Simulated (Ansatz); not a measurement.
**Convergence study of the plane-wave cutoff for Zr (Im-3m, 1 atom in the cell)**

```xyz
1
Lattice="-1.7998 1.7998 1.7998 1.7998 -1.7998 1.7998 1.7998 1.7998 -1.7998" Properties=species:S:1:pos:R:3 pbc="T T T"
Zr     0.0000     0.0000     0.0000
```

Method of the run: LDA (PW92), PAW files made with PBE (plane waves; Ansatz, a program for electronic structure).

Base settings: basis.ecutwfc = 420 eV; kpoints.mp_grid.grid = 13 13 13; hamiltonian.xc = lda; hamiltonian.pseudopotentials = {kind: paw} (the program's default PAW files); scf.occupations.method = fermi_dirac; scf.occupations.width = 0.1 eV.

The second cell is the first with its lattice scaled by 0.98.

The mesh stays at the base's, so the ladder's end is converged at best in this setting alone.

The first pressure column holds Ansatz's estimate of the finite-basis (Pulay) stress, which hides part of the cutoff error; the other is without it.

Only quantities that move along the ladder and can be compared are tabulated.

The count of work is k-points × plane waves × bands × iterations; it is no time. 

The starting cell comes from a database of computed structures (which also holds hypothetical and non-ambient phases and stackings), without a prior relaxation at this level. Its lattice was rescaled by up to half a per cent. In the base run, with a pressure of about -8 GPa the cell is away from its equilibrium volume at this level.

Steps (basis.ecutwfc): 145 eV; 170 eV; 190 eV; 210 eV; 230 eV; 250 eV; 295 eV; 335 eV; 380 eV; 420 eV; 460 eV; 505 eV; 565 eV; 630 eV; 735 eV; 840 eV; 1010 eV.

Q: What is the coarsest basis.ecutwfc that holds the free energy within 2 meV/atom of the last step, with all finer ones?

A: 380 eV, at 0.22 of the last step's count of work; the step before is off by 2.3 meV/atom.

Q: What is the coarsest basis.ecutwfc that holds the pressure without the Pulay estimate within 0.1 GPa of the last step, with all finer ones?

A: 380 eV, at 0.22 of the last step's count of work; the step before is off by 0.17 GPa.

Q: What is the coarsest basis.ecutwfc that holds the energy of the compressed cell less the first within 2 meV/atom of the last step, with all finer ones?

A: 250 eV, at 0.12 of the last step's count of work; the step before is off by 4.2 meV/atom.

```csv
basis.ecutwfc,free energy less the last step's (meV/atom),energy of the compressed cell less the first (meV/atom),pressure (GPa),pressure without the Pulay estimate (GPa),count of work / last
145 eV,6938.72,-55.47,-7.29,-161.45,0.051
170 eV,2881.36,-5.62,-6.73,-87.57,0.078
190 eV,1391.53,-46.49,-8.35,-53.33,0.082
210 eV,652.74,-56.58,-8.47,-32.87,0.10
230 eV,297.52,-53.95,-8.63,-21.17,0.10
250 eV,129.68,-51.08,-8.25,-14.61,0.12
295 eV,16.34,-49.90,-8.14,-9.20,0.14
335 eV,2.30,-49.72,-8.10,-8.27,0.19
380 eV,0.51,-49.77,-8.11,-8.12,0.22
420 eV,0.28,-49.75,-8.11,-8.11,0.27
460 eV,0.17,-49.74,-8.11,-8.11,0.31
505 eV,0.10,-49.74,-8.10,-8.11,0.35
565 eV,0.06,-49.74,-8.11,-8.11,0.40
630 eV,0.05,-49.74,-8.11,-8.11,0.52
735 eV,0.03,-49.74,-8.11,-8.11,0.61
840 eV,0.01,-49.74,-8.11,-8.11,0.75
1010 eV,0.00,-49.74,-8.11,-8.11,1.0
```

The energy difference between the two cells stays within 1 meV/atom of the last step's from 295 eV on, the total only from 380 eV on: much of the error is common to both cells and cancels.

At the lowest cutoff the pressure without the Pulay estimate lies 153 GPa under the last step's, the usual sign of Pulay stress in an incomplete plane-wave basis.

Keys are those of Ansatz 0.2.
